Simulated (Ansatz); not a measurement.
# How the smallest direct gap on the k points sampled of Bi2SO2 (Pnnm, No. 58; start mp-27891) moves with the method

No measured value is used here.

| level (code) | value (eV) |
|---|---|
| LDA (Ansatz) | 1.07 |
| PBEsol+SOC (Ansatz) | 0.87 |
| r²SCAN+SOC (Ansatz) | 1.25 |
| HSE06+SOC (Ansatz) | 1.58 |
| PBE0 (Ansatz) | 2.50 |

Computed values are for a static lattice. Levels without +SOC have no spin–orbit coupling; where heavier elements are present it shifts gaps, mostly down, and can invert bands.  Values are at the PBEsol cell. Cutoffs and k meshes differ between the levels. Ansatz's density-functional and Hartree–Fock values are scalar-relativistic unless marked +SOC, with PAW data made under PBE.

A start named mp-… is a Materials Project structure, which can be a computed phase never made.

Ansatz is a program for electronic structure.
